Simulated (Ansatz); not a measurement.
Cost and result by functional for the adsorption energy of SiH3 on the 1x1 (0001) surface of hcp Ru, one in a 2x2 cell, started at the site 'hollow Ru-Ru-Ru', in Ansatz (plane waves, PAW). Single points on the PBE structure, on one kind of machine; costs are rough ratios of the slab run's core time (references not counted) to the cheapest single point. r2SCAN's cost holds its higher cutoff (500 against 420 eV). Differences are taken against r2SCAN for comparison alone: no measured value is at hand, so the table doesn't rank accuracy.

Model: 20-atom slab, 6.3 Å thick at the start under the adsorbate (thin: gaps and levels are the slab's own), 6x6x1 mesh, Fermi-Dirac 0.1 eV, dipole correction, 8 atoms held, the rest relaxed; start symmetry kept, larger cells not searched; no spin, no spin-orbit, no U, no dispersion correction. At the end it is bonded to 3 Ru. In PBE this state lies 0.05 eV over the lowest of the starts that converged ('hollow Ru-Ru-Ru over Ru at depth 2.1 Å'). These notes are the PBE run's. Adsorption energies are against SiH4(g) − ½ H2(g). A negative adsorption energy means that the adsorbate is more stable on the surface than in its reference.

| functional | relative cost | adsorption energy (eV) | less r2SCAN (eV) |
|---|---|---|---|
| RPBE | 1 | -0.99 | 0.69 |
| r2SCAN | 2 | -1.68 | 0.00 |
| PBE (the relaxed run's value) | – | -1.51 | 0.17 |

The values span 0.69 eV, while the single points' costs differ by a factor of roughly 2. Differences are of unrounded values.

Ansatz is a first-principles code.
